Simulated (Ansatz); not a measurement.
System: AlB2-type TiB2. Method: rVV10 (plane waves, PAW; Ansatz, a program for electronic structure).

Run with plane-wave cutoff 500 eV, 18×18×12 k mesh (along the axes of the cell as run), Fermi–Dirac smearing 0.05 eV, no spin polarisation, scalar-relativistic PAW data made under PBE.

Computed at the level's own relaxed cell.

Q: Estimate the equilibrium volume per atom, equilibrium lattice constant a and c axis length that the calculation returns.

A: 
equilibrium volume per atom: 8.59 Å³/atom
equilibrium lattice constant a: 3.031 Å
c axis length: 3.239 Å

Measured, for comparison: lattice constant a 3.029 Å, lattice parameter c 3.229 Å (293 K, not corrected to a static lattice; as tabulated in R. G. Munro, J. Res. NIST 105, 709 (2000), Material Properties of Titanium …). Computed (rounded) less measured: lattice constant a +0.1 %, lattice parameter c +0.3 %.
